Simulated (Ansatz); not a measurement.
# Pt, pressure series

The reference is Pt in the fcc (Cu type) structure (space group Fm-3m, No. 225; a = 3.970 Å).

Cell and atoms are relaxed at each pressure.

All numbers come from PBE (Ansatz, a program for electronic structure), spin-orbit coupling left out.

Notes on the quantities. enthalpy: H = E + PV relative to the base's energy.

```csv
variant,volume per atom,enthalpy
base,15.65 Å³,–
pressure −2 GPa,15.78 Å³,-0.20 eV/atom
pressure −1 GPa,15.71 Å³,-0.10 eV/atom
pressure 0.9 GPa,15.59 Å³,+0.09 eV/atom
pressure 2.1 GPa,15.52 Å³,+0.20 eV/atom
pressure 4.5 GPa,15.38 Å³,+0.44 eV/atom
pressure 9 GPa,15.14 Å³,+0.86 eV/atom
pressure 15 GPa,14.85 Å³,+1.42 eV/atom
pressure 22.5 GPa,14.53 Å³,+2.11 eV/atom
pressure 30 GPa,14.24 Å³,+2.78 eV/atom
```

Load acts through the strain it causes; cell and atoms are relaxed under it. Whether these cells are dynamically stable was not tested. Competing high-pressure phases were not computed. The final runs are not spin-polarised.
